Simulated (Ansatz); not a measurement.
**Effect of biaxial strain +0.50 %, plane normal [001], relaxed out of plane on MgSe**

The reference is MgSe in the rock salt structure (space group Fm-3m, No. 225; a = 5.391 Å). Axes: x, y, z lie along the cube axes.

Now apply this change: biaxial strain +0.50 %, plane normal [001], relaxed out of plane (Cartesian); in-plane vectors clamped, the third vector and the atoms free.

The values are results of Kohn–Sham DFT with the LDA functional, run in Ansatz (an electronic-structure program) with PAW and 420 eV plane waves, no spin-orbit coupling, not measurements. Settings: 11×11×11 k-points, 0.05 eV Fermi–Dirac smearing.

The volume per atom increases by 0.145 Å³ to 19.73 Å³ and the space group changes from Fm-3m (No. 225) to I4/mmm (No. 139). The shortest interatomic distance shrinks by 0.007 Å (2.696 Å → 2.689 Å) and the energy goes up by 0.5 meV/atom. The pressure (mean of the normal stresses, compression positive) goes from zero to -0.49 GPa and the band gap decreases by 0.05 eV (1.72 eV → 1.67 eV). The gap character amounts to indirect, Γ → M and the smallest direct gap falls by 0.06 eV, from 2.60 eV to 2.54 eV. The electron mass becomes 0.48 mₑ along k, 0.23 mₑ across (at X) (base: 0.49 mₑ along k, 0.23 mₑ across (at X)) and the valence-band top at Γ (three highest levels, from the VBM) becomes 0.00, 0.00, -0.04 eV (base: 0.00, 0.00, 0.00 eV). The valley order (the lowest conduction-band minima on the path, energy above the VBM, named in the base's zone) changes from X along ⟨100⟩ 1.72 eV; Γ 2.60 eV to X along [001] 1.67 eV; X along [100] 1.70 eV; Γ 2.54 eV and the out-of-plane strain comes out as -0.26 %. The mean in-plane stress (compression positive) is -0.7 GPa.

Final structure (turned so that z lies along the plane normal):

```
MgSe
1.0
    3.83129     0.00000     0.00000
    0.00000     3.83129     0.00000
    1.91564    -1.91564     2.68869
Mg Se
1 1
Cartesian
  0.00000   0.00000   0.00000
  1.91564   1.91564   0.00000
```

Effective masses come from finite differences of ±0.01 Å⁻¹. Along k means along the line from Γ to the band edge. Stability against distortions was not tested. Labels are those of the standard path for the cell's own space group.
